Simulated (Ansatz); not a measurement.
The reference is AlN in the wurtzite structure (space group P6_3mc, No. 186; a = 3.114 Å, c = 4.983 Å).

Method: Ansatz (an electronic-structure program), PBEsol, PAW, cutoff 420 eV, spin-orbit coupling left out.

Strains are applied to the cell and any free atomic positions relax.

One change was made to it. Results:

| quantity | base | after |
|---|---|---|
| pressure (mean of the normal stresses, compression positive) | 0.01 GPa | -9.69 GPa |
| band gap | 4.09 eV | 3.64 eV |
| energy relative to the base (free energy F) | 0 meV/atom | +18 meV/atom |

**Question.** What was done to the base?
(A) isotropic strain +2.40 %
(B) isotropic strain +1.20 %
(C) isotropic strain +3.00 %
(D) isotropic strain +1.80 %

**Answer.** D, isotropic strain +1.80 %. For comparison, the band gap in the other runs: isotropic strain +1.20 % gives 3.79 eV; isotropic strain +2.40 % gives 3.50 eV; isotropic strain +3.00 % gives 3.36 eV.

Whether these cells are dynamically stable was not tested.
